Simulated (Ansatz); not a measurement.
The parent structure is CdS in the wurtzite structure (space group P6_3mc, No. 186; a = 4.1966 Å, c = 6.8290 Å).

The values are results of PBE, PAW, 420 eV (Ansatz, a quantum-chemistry and plane-wave program; no spin-orbit coupling), not measurements.

Before the change:

| Property | Value |
|---|---|
| Electron mass | 0.12 mₑ along c, 0.13 mₑ across (at Γ) |

Modification: an isotropic linear strain of +1.41 %, atoms relaxed at fixed cell.

Question: How does this affect the energy relative to the base?

Answer: The energy grows by 7.4 meV/atom.

Question: What does the calculation give for the electron mass after the change?

Answer: The electron mass changes from 0.12 mₑ along c, 0.13 mₑ across (at Γ) to 0.11 mₑ along c, 0.12 mₑ across (at Γ).

Question: What happens to the mean gap deformation potential ΔEg/Δln V?

Answer: The mean gap deformation potential ΔEg/Δln V is -2.4 eV.

Masses are band curvatures over ±0.01 Å⁻¹ around the edge. No phonon test of stability was made.
